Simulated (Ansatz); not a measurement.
LaN (P4/nmm, No. 129, 4 atoms in the cell; start mp-1018049; a measured phase of this formula has another space group) was calculated with r²SCAN in Ansatz (PAW).

Run with plane-wave cutoff 560 eV, 8×8×10 k mesh (along the axes of the cell as run), Fermi–Dirac smearing 0.01 eV, scalar-relativistic PAW data made under PBE.

Cell (relaxed with PBEsol):

```
CELL_PARAMETERS angstrom
      4.38966     0.00000     0.00000
      0.00000     4.38966     0.00000
      0.00000     0.00000     3.61243
ATOMIC_POSITIONS crystal
  La 0.50000 0.00000 0.27757
  La 0.00000 0.50000 0.72243
  N  0.50000 0.50000 0.00000
  N  0.00000 0.00000 0.00000
```

Task: Estimate the band gap and smallest direct gap on the k points sampled that the calculation returns.

Result: 
band gap: 1.71 eV
smallest direct gap on the k points sampled: 1.99 eV

Note: cell and atoms aren't relaxed at this level (largest force component 0.15 eV/Å, pressure 3.9 GPa).

Spin–orbit coupling is not included.

The computed numbers hold no vibrational or temperature effects.

A start named mp-… is a Materials Project structure, which need not be a measured phase.

Ansatz is a quantum-chemistry and plane-wave program.
